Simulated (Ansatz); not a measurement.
LuSi (Cmcm, No. 63; cell taken from a computed entry), treated with r²SCAN (PAW; Ansatz, a quantum-chemistry and plane-wave program).

Run with plane-wave cutoff 560 eV, 14×14×14 k mesh, Fermi–Dirac smearing 0.05 eV, scalar-relativistic PAW data made under PBE.

Computed at the level's own relaxed cell.

Give the computed bulk modulus B0.


- bulk modulus B0: 101 GPa

The run finds no gap.

Note: the bulk modulus is −V dP/dV from two relaxed cells at ±2 % in volume; the relaxation could not lower the start's symmetry, so the cell can be a saddle point above a distorted one.

Spin–orbit coupling is not included; it can open a gap where bands touch, and shift volumes and moduli.

The computed numbers hold no vibrational or temperature effects.

It cost around 12 core-minutes (rough) of CPU time.
